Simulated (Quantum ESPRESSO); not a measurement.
## Habitual settings against a tight run: In2CuSe3I (Cm, 7 atoms in the cell)

Self-consistent single point.

```yaml
crystal:
  lattice:
    - [7.19508, -2.11860, 0.00000]
    - [7.19508, 2.11860, 0.00000]
    - [-1.29218, 0.00000, 7.28801]
  atoms:
    - { symbol: In, position: [0.43253, 0.43253, 0.81216] }
    - { symbol: In, position: [0.18987, 0.18987, 0.06300] }
    - { symbol: Cu, position: [0.69351, 0.69351, 0.56234] }
    - { symbol: Se, position: [0.99719, 0.99719, 0.01979] }
    - { symbol: Se, position: [0.75062, 0.75062, 0.26636] }
    - { symbol: Se, position: [0.24406, 0.24406, 0.72904] }
    - { symbol: I, position: [0.50472, 0.50472, 0.48481] }
```

Method: PBEsol, PSlibrary ultrasoft (PBE) pseudopotentials (plane waves; Quantum ESPRESSO).

Base settings: ecutwfc = 50 Ry; ecutrho = 300 Ry; occupations = smearing; smearing = mp; degauss = 0.0073499 Ry; input_dft = pbesol; K_POINTS = automatic 4 4 2 0 0 0; conv_thr = 1e-10 Ry; mixing_beta = 0.4.

Tight run (finer mesh or higher cutoff; not a proven limit): ecutwfc: 50 Ry → 70 Ry; ecutrho: 300 Ry → 420 Ry; conv_thr: 1e-10 Ry → 7.3e-11 Ry; K_POINTS: automatic 4 4 2 0 0 0 → automatic 6 6 3 0 0 0. It gave Fermi level (on the code's own zero) 4.68 eV; pressure -3.48 GPa; largest force (vector length) 0.271 eV/Å.

Quick runs, as changes from the base:
- A: the base itself
- B: ecutwfc: 50 Ry → 40 Ry; ecutrho: 300 Ry → 240 Ry; smearing: mp → gauss; degauss: 0.0073499 Ry → 0.0147 Ry; K_POINTS: automatic 4 4 2 0 0 0 → automatic 2 2 2 0 0 0
- C: ecutwfc: 50 Ry → 38 Ry; ecutrho: 300 Ry → 228 Ry; smearing: mp → gauss; degauss: 0.0073499 Ry → 0.0147 Ry; input_dft: pbesol → default; K_POINTS: automatic 4 4 2 0 0 0 → automatic 4 4 4 0 0 0; potentials: PSlibrary ultrasoft (LDA) [LDA (PZ)]
- D: ecutwfc: 50 Ry → 33 Ry; ecutrho: 300 Ry → 198 Ry; smearing: mp → cold; degauss: 0.0073499 Ry → 0.0099958 Ry; input_dft: pbesol → default; conv_thr: 1e-10 Ry → 7.3e-06 Ry; K_POINTS: automatic 4 4 2 0 0 0 → automatic 1 1 1 0 0 0; potentials: PSlibrary ultrasoft (LDA) [LDA (PZ)]

Energies are extrapolated to zero smearing width, which holds to low order in the width alone (under cold and Methfessel-Paxton smearing the free energy itself is taken).

Dashes: energy of C, D, another energy zero; pressure of D, not trusted under this conv_thr with d or f elements.

† marks runs with another functional, U, potentials or spin treatment: their distance from the tight run is not a convergence error alone.

The count of work is k-points × plane waves × bands × iterations; it is no time. Core times come from one kind of shared machine and are given to one figure; runs under 30 s give none.

The starting cell comes from a database of computed structures (which also holds hypothetical and non-ambient phases and stackings), without a prior relaxation at this level. Its lattice was rescaled by a random factor within 2.5 % of one. Spin polarisation is off. In the base run, with a pressure of about -4 GPa the cell is away from its equilibrium volume at this level. The run gives no clean gap (levels at the Fermi energy touch, overlap or are partly filled at this smearing), which alone does not show that the compound is a metal. Without a gap this mesh is coarse (it stands for a supercell whose shortest vector is 15 Å).

```csv
run,energy less tight (meV/atom),pressure less tight (GPa),largest miss in a force vector (eV/Å),count of work / tight,core time / tight (rough)
A,29.7,-0.40,0.027,0.25,0.3
B,155.2,0.93,0.174,0.082,0.1
C†,–,-2.16,0.124,0.28,0.2
D†,–,–,1.395,0.0081,0.04
```

Among the runs at the tight run's level, the energy misses run from 29.7 to 155.2 meV/atom.

Left out of this page: 2 runs of the series outside the window shown, repeating another row's setting, or not comparable.
